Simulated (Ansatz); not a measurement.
Consider CdS in the wurtzite structure (space group P6_3mc, No. 186; a = 4.196 Å, c = 6.830 Å). Axes: x lies along a and z along c of the hexagonal cell.

Level of theory: Kohn–Sham DFT with the PBE functional, run in Ansatz (a quantum-chemistry and plane-wave program) with PAW and 420 eV plane waves, scalar-relativistic without spin-orbit coupling.

Base values:

| Item | Result |
|---|---|
| Pressure | 0.0 kbar |
| Valence-band top at Γ | 0.00, 0.00, -0.04 eV |
| Band gap | 1.11 eV |

Perturbation: tensile biaxial strain of 0.60 % in the plane normal to [001], as in epitaxy on a mismatched substrate; the out-of-plane cell vector and the atoms relax.

Predict the new pressure.

The pressure (mean of the normal stresses, compression positive) goes from zero to -3.5 kbar.

How does this affect the valence-band top at Γ?

The valence-band top at Γ (three highest levels, from the VBM) goes from 0.00, 0.00, -0.04 eV to 0.00, 0.00, 0.00 eV.

What does the calculation give for the band gap after the change?

The band gap is still 1.11 eV.

No phonon test of stability was made.
